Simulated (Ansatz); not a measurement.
Defect: interstitial Li in anatase TiO2, charge state +1. Computed with PBE, PAW (plane waves to 420 eV; Ansatz, an electronic-structure program).

Cell of 108 host sites held at the relaxed PBE lattice; the Γ point alone; Fermi-Dirac width 0.01 eV, spin-restricted; finite-size errors left in. Energies are static. The charge state is imposed; whether it is stable for some Fermi level was not computed. Sites that were not tried may lie lower.

Barriers: single points on a 2×2×2 k-point mesh shifted by half a step at the bands' geometries.

The step: Li moves alone to another site; the atom moves 3.08 Å along (0.00, -0.50, 0.25) of the unit cell; the moving atom starts with neighbours 4 O at 1.88 Å and ends with 4 O at 1.88 Å.

Problem. Give the migration barrier of this step at the level PBE, PAW.

Solution. 0.52 eV, the same both ways. At the saddle the moving atom has neighbours 2 O at 1.90, 3 O at 2.16, O at 2.16 Å. The saddle point's order was not checked, and it lies on a symmetry element of the cell, where a band can be held.
